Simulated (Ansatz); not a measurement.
Start from Y in the hcp (Mg type) structure (space group P6_3/mmc, No. 194; a = 3.5943 Å, c = 5.6099 Å; relaxed with 0.1 eV smearing). Axes: x lies along a and z along c of the hexagonal cell.

Calculations: Kohn–Sham DFT with the PBEsol functional, run in Ansatz (a quantum-chemistry and plane-wave program) with PAW and 420 eV plane waves, no spin-orbit coupling.

For the base:

| Quantity | Value |
|---|---|
| Pressure | 0.0 GPa |
| Volume per atom | 31.38 Å³ |

Perturbation: biaxial strain −2.00 %, plane normal [001], relaxed out of plane (Cartesian); in-plane vectors clamped, the third vector and the atoms free.

Problem. How does this affect the pressure and volume per atom?

Solution. The pressure (mean of the normal stresses, compression positive) goes from zero to 1.2 GPa; the volume per atom falls by 0.886 Å³ (31.38 Å³ → 30.50 Å³).

Stability against distortions was not tested. The final runs are not spin-polarised.
